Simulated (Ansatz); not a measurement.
**Co under a change: pressure −1 GPa**

Take Co in the hcp (Mg type) structure (space group P6_3/mmc, No. 194; a = 2.457 Å, c = 3.968 Å; ferromagnetic) as the base.

Now apply this change: a negative pressure, −1 GPa.

Level of theory: DFT with PBEsol, PAW potentials and a 420 eV plane-wave cutoff in Ansatz (a program for electronic structure), no SOC, earlier PAW set. Γ-centred 22×22×12 mesh, Fermi–Dirac width 0.05 eV.

| quantity | base | changed | shift |
|---|---|---|---|
| density | 9.43 g/cm³ | 9.39 g/cm³ | -0.04 g/cm³ |
| lattice parameter a | 4.643 bohr | 4.650 bohr | +0.0064 bohr |
| c/a ratio | 1.615 | 1.615 | 0.000 |
| enthalpy H = E + PV relative to the base's energy | – | -0.06 eV/atom | – |
| band gap | zero | zero | – |
| magnetic state | ferromagnetic | ferromagnetic | – |
| largest site moment | 1.64 μB | 1.65 μB | +0.003 μB |

The magnetic state is the one reached from the starting moments; the real material's order can differ, and small cells can't hold many antiferromagnetic ones. Load acts through the strain it causes; cell and atoms are relaxed under it. Stability against distortions was not tested.
